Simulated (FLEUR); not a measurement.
Band structure of Tl₃Ga (Fm-3m, 4 atoms in the cell).

```yaml
crystal:
  lattice:
    - [0.00000, 3.87739, 3.87739]
    - [3.87739, 0.00000, 3.87739]
    - [3.87739, 3.87739, 0.00000]
  atoms:
    - { symbol: Tl, position: [0.25000, 0.25000, 0.25000] }
    - { symbol: Tl, position: [0.75000, 0.75000, 0.75000] }
    - { symbol: Tl, position: [0.50000, 0.50000, 0.50000] }
    - { symbol: Ga, position: [0.00000, 0.00000, 0.00000] }
```

Method of the run: PBEsol, all-electron FLAPW (FLEUR), scalar-relativistic valence run with FLEUR.

Settings: Kmax = 3.8 1/bohr; GmaxXC = 13.3 1/bohr; xcFunctional = PBEs; jspins = 1; l_soc = F; mode = hist; fermiSmearingEnergy = 0.00499791 Htr; mesh (inpgen div1-3) = 5 5 5; inpgen gamma flag = false; Gmax = 13.3 1/bohr; numbands = 0; maxIterBroyd = 99; imix = Anderson; alpha = 0.05.

The starting cell comes from a database of computed structures (which also holds hypothetical and non-ambient phases and stackings), without a prior relaxation at this level. Spin-orbit coupling is off. Values depend on the basis (sphere radii, cutoffs, local orbitals), which need not be converged.

Levels in eV from the Fermi level, bands 23 to 30:
```tsv
point	23	24	25	26	27	28	29	30
Γ	-3.75	-1.42	0.82	0.82	0.82	0.85	0.85	0.85
X	-4.87	-4.45	-2.34	-2.34	3.60	3.75	4.52	4.52
W	-6.09	-5.49	0.17	0.17	0.19	0.19	4.81	4.81
K	-6.02	-4.39	-1.95	-0.13	1.73	1.77	3.47	3.81
L	-3.71	-3.57	-0.07	-0.07	-0.02	-0.02	2.59	2.77
U	-6.02	-4.39	-1.95	-0.13	1.73	1.77	3.47	3.81
```
